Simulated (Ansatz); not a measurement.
# How the lattice parameter a of As (model structure, started from the C4 type, I4₁32, No. 214, 4 atoms in the cell) moves with the method

No measured value is used here.

```tsv
level (code)	value (Å)
LDA (Ansatz)	6.843
PBE (Ansatz)	6.992
PBEsol (Ansatz)	6.903
PBE-D3(BJ) (Ansatz)	6.932
r²SCAN+rVV10 (Ansatz)	6.873
```

Cutoffs differ between the levels. Ansatz's density-functional and Hartree–Fock values are scalar-relativistic unless marked +SOC, with PAW data made under PBE.

A model structure was made by putting elements into a prototype or built by hand; it is no filed structure, need not be a known phase, and can be a saddle point held by its symmetry.

Ansatz is a first-principles code.
